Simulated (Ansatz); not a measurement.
Ansatz (a first-principles code) run on LiZr2Se2O2 (P-4m2, 7 atoms in the cell): self-consistent single point.

Level of theory: PBEsol, default PAW files made with PBE (plane waves; Ansatz).

```
CELL_PARAMETERS angstrom
      3.66652     0.00000     0.00000
      0.00000     3.66652     0.00000
      0.00000     0.00000     9.09605
ATOMIC_POSITIONS crystal
  Li 0.50000 0.50000 0.50000
  Zr 0.00000 0.50000 0.13354
  Zr 0.50000 0.00000 0.86646
  Se 0.00000 0.50000 0.70351
  Se 0.50000 0.00000 0.29649
  O  0.00000 0.00000 0.00000
  O  0.50000 0.50000 0.00000
```
Moments meant for the start (each program seeds them in its own way; μB, in the order of the atoms Li Zr Zr Se Se O O): 0.0 1.0 1.0 0.0 0.0 0.0 0.0.

Reference input (self-consistent single point, DFT, PBEsol, plane waves, default PAW files made with PBE): basis.ecutwfc = 30.9 Ry; kpoints.mp_grid.grid = 6 6 3; hamiltonian.xc = pbesol; hamiltonian.pseudopotentials = {kind: paw} (the program's default PAW files); magnetization.spin_polarized = true; scf.occupations.method = cold; scf.occupations.width = 0.0073 Ry. This run's input differs from it in these lines:

```diff
@@ -24,2 +24,3 @@
   occupations: { method: cold, width: 0.0073 Ry }
+  mixing: { algorithm: anderson, beta: 0.05 }
 output:
```

Output (repeated stretches shortened):

```
SCF iter   1: F=—  HF=-20443.523802 eV  |F-HF|=—  |Δ(HF+E_count)|=         —  Δρ=4.28e-2 (↑4.28e-2 ↓3.96e-2)  dr2=1.99e1  dr2_m=2.24e-1  M=0.200 μB ∫|m|=0.425 μB  β_m=0.06  ethr=3.10e-3  ⟨swp⟩=5.8  Hψ=6793  notcnv=0
Mixer restart at iter 1: flushing history
all-band conjugate gradients solve this SCF's bands
preconditioner: auto → Kerker (q_TF=auto, 2.492 Å⁻¹)
spin=Collinear: Kerker preconditioning applied to the charge; magnetization (m = ρ↑ − ρ↓) channel mixes plain (no charge-response kernel on spin).
   [... lines left out ...]
iter 44 did not close the SCF: its close was put off for a magnetic moment that had not settled (scf_convergence_deferred on its scf_iter line)
SCF iter  44: F=-20440.459257 eV  HF=-20440.459257 eV  |F-HF|=1.96e-10  |Δ(HF+E_count)|=  3.64e-11  S|Δr|=    0.00e0  Δρ=3.92e-7 (↑3.92e-7 ↓3.59e-7)  dr2=2.21e-10  dr2_m=1.15e-10  M=-0.000 μB ∫|m|=0.000 μB  β_m=0.13  ethr=1.00e-12  ⟨swp⟩=1.0  [...]
SCF iter  45: F=-20440.459257 eV  HF=-20440.459257 eV  |F-HF|=1.46e-11  |Δ(HF+E_count)|=  1.67e-10  S|Δr|=    0.00e0  Δρ=1.45e-7 (↑1.41e-7 ↓1.45e-7)  dr2=3.43e-11  dr2_m=1.66e-11  M=-0.000 μB ∫|m|=0.000 μB  ethr=1.00e-12  ⟨swp⟩=1.0  Hψ=4360  notcnv=0
SCF 1 converged in 45 iterations: F = -20440.459257 eV  dr2 = 3.43e-11
WARN: the starting moments were not kept: the SCF closed with an absolute magnetisation of 3.4e-5 μB, where they sum to 2 μB in size (2 sites) …
   [... lines left out ...]
Absolute magnetization: 0.0000 μB (∫|ρ↑−ρ↓|, with the PAW one-centre terms)
Free energy (F): -20440.459257 eV
Fermi energy:    10.991734 eV
   [... lines left out ...]
  atom   7  O      0.00000000     0.00000000     0.00000000
--- Stress (GPa, compression-positive) ---
       -8.917153       0.000000      -0.000000
        0.000000      -8.917153       0.000000
       -0.000000       0.000000      -7.426759
  P = ⅓ Tr σ = -8.4204 GPa (-84.204 kbar)
  The stress holds the Pulay correction. Without it, at fixed plane waves, as pw.x and ABINIT print it: P = -8.6262 GPa
```

The run converged in 45 iterations. Against the reference run the free energy rises by 5.8 meV/atom, the pressure goes from -8.13 to -8.42 GPa, the largest force goes from 0.905 to 0.955 eV/Å and the size of the net moment goes from 0.14 to 0.00 μB/atom. The full log also holds: “iter 31 did not close the SCF: its close was put off for a magnetic moment that had not settled (scf_convergence_deferred on its scf_iter line)”. The full log also holds: “iter 32 did not close the SCF: its close was put off for a magnetic moment that had not settled (scf_convergence_deferred on its scf_iter line)”.

The starting cell comes from a database of computed structures (which also holds hypothetical and non-ambient phases and stackings), without a prior relaxation at this level. Its lattice was rescaled by a random factor within 2.5 % of one. The starting moments vanished: the run ended non-magnetic. The program warned that a starting moment was not kept. With a pressure of about -8 GPa the cell is away from its equilibrium volume at this level. Ansatz's pressure includes its estimate of the finite-basis (Pulay) stress.

Cost on one core of a shared machine: roughly 50 s.

Keys are those of Ansatz 0.2.
